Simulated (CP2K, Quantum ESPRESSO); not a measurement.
A CP2K input for a self-consistent single point of RbCl (Fm-3m, 2 atoms in the cell) (DFT PBEsol, GPW, DZVP-MOLOPT-SR-GTH basis, GTH-PBE potentials (GTH_POTENTIALS)):

```
&GLOBAL
  PROJECT rbcl
  RUN_TYPE ENERGY_FORCE
  PRINT_LEVEL MEDIUM
&END GLOBAL
&FORCE_EVAL
  METHOD Quickstep
  STRESS_TENSOR ANALYTICAL
  &DFT
    BASIS_SET_FILE_NAME BASIS_MOLOPT
    POTENTIAL_FILE_NAME GTH_POTENTIALS
    &QS
      METHOD GPW
      EPS_DEFAULT 1E-11
    &END QS
    &MGRID
      CUTOFF 500
      REL_CUTOFF 50
      NGRIDS 5
    &END MGRID
    &SCF
      SCF_GUESS ATOMIC
      EPS_SCF 1E-7
      MAX_SCF 100
      ADDED_MOS 4
      &DIAGONALIZATION
        ALGORITHM STANDARD
      &END DIAGONALIZATION
      &MIXING
        METHOD BROYDEN_MIXING
        ALPHA 0.2
        NBUFFER 8
        BETA 1
      &END MIXING
      &SMEAR ON
        METHOD FERMI_DIRAC
        ELECTRONIC_TEMPERATURE [K] 116.05
      &END SMEAR
    &END SCF
    &KPOINTS
      SCHEME MONKHORST-PACK 9 9 9
    &END KPOINTS
    &XC
      &XC_FUNCTIONAL
        &PBE
          PARAMETRIZATION PBESOL
        &END PBE
      &END XC_FUNCTIONAL
    &END XC
    &PRINT
      &MO
        EIGENVALUES T
        OCCUPATION_NUMBERS T
        NDIGITS 8
        FILENAME mo
        &EACH
          QS_SCF 0
        &END EACH
        ADD_LAST NUMERIC
      &END MO
      &MULLIKEN ON
      &END MULLIKEN
    &END PRINT
  &END DFT
  &SUBSYS
    &CELL
      A 4.56457500 0.00000000 0.00000000
      B 2.28228800 3.95303800 0.00000000
      C 2.28228800 1.31767900 3.72696000
      PERIODIC XYZ
    &END CELL
    &COORD
      Rb       0.00000000     0.00000000     0.00000000
      Cl       4.56457550     2.63535850     1.86348000
    &END COORD
    &KIND Rb
      BASIS_SET DZVP-MOLOPT-SR-GTH
      POTENTIAL GTH-PBE-q9
    &END KIND
    &KIND Cl
      BASIS_SET DZVP-MOLOPT-SR-GTH
      POTENTIAL GTH-PBE-q7
    &END KIND
  &END SUBSYS
  &PRINT
    &FORCES ON
    &END FORCES
    &STRESS_TENSOR ON
    &END STRESS_TENSOR
  &END PRINT
&END FORCE_EVAL
```

Question: Translate this input to Quantum ESPRESSO.

Answer: This is the input that was run; spellings and numerical settings could be chosen otherwise.

```fortran
&control
   calculation = 'scf'
   outdir = './work'
   pseudo_dir = './'
   verbosity = 'high'
   tprnfor = .true.
   tstress = .true.
/
&system
   ibrav = 0
   nat = 2
   ntyp = 2
   ecutwfc = 40
   ecutrho = 200
   occupations = 'smearing'
   smearing = 'fermi-dirac'
   degauss = 0.000734986
/
&electrons
   conv_thr = 1e-8
   mixing_beta = 0.3
/
ATOMIC_SPECIES
Rb    85.4678  rb_pbesol_v1.uspp.F.UPF
Cl    35.4500  cl_pbesol_v1.4.uspp.F.UPF
ATOMIC_POSITIONS crystal
Rb    0.00000000    0.00000000    0.00000000
Cl    0.50000000    0.50000000    0.50000000
K_POINTS automatic
9 9 9  0 0 0
CELL_PARAMETERS bohr
   0.00000000     6.09935941     6.09935941
   6.09935941     0.00000000     6.09935941
   6.09935941     6.09935941     0.00000000
```

Basis settings and potentials, where a program has them, do not carry over. This input uses DFT, PBEsol, plane waves, GBRV 1.5 ultrasoft (PBESOL) pseudopotentials. Both were run: pressure 1.09 GPa in CP2K and 0.72 in Quantum ESPRESSO; gap on the mesh 4.934 eV in CP2K and 5.021 in Quantum ESPRESSO.

On Quantum ESPRESSO: the starting cell comes from a database of computed structures (which also holds hypothetical and non-ambient phases and stackings), without a prior relaxation at this level. Its lattice was rescaled by a random factor within 2.5 % of one.

On CP2K: the starting cell comes from a database of computed structures (which also holds hypothetical and non-ambient phases and stackings), without a prior relaxation at this level. Its lattice was rescaled by a random factor within 2.5 % of one. Values carry the incompleteness of an atom-centred basis. The potentials were made for another functional than the one used.
